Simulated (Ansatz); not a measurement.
Consider Os in the hcp (Mg type) structure (space group P6_3/mmc, No. 194; a = 2.7383 Å, c = 4.3159 Å). Axes: x lies along a and z along c of the hexagonal cell.

All numbers come from r2SCAN (Ansatz, a first-principles code), spin-orbit coupling left out.

For the base:

```
Item      Result
--------  ------
Band gap    zero
```

Perturbation: a free-standing slab of 3 layers (3 atoms, 1 a layer) is cut normal to the z axis, with 15 Å of vacuum and the in-plane cell held at bulk.

Estimate the effect on the band gap.

The band gap remains zero.

Estimate the effect on the excess energy per area of both faces.

The excess energy per area of both faces (slab less bulk energy over the cell's area: twice a surface energy) comes out as 6.1 J/m² (uncertain by up to 0.07 J/m²).

What does the calculation give for the change of the spacing d12 from its bulk value of 2.158 Å after the change?

The change of the spacing d12 from its bulk value of 2.158 Å is -3.6 %.

Slab and bulk use different k-meshes, which limits the precision of the excess energy. No phonon test of stability was made. All final runs are without spin polarisation.
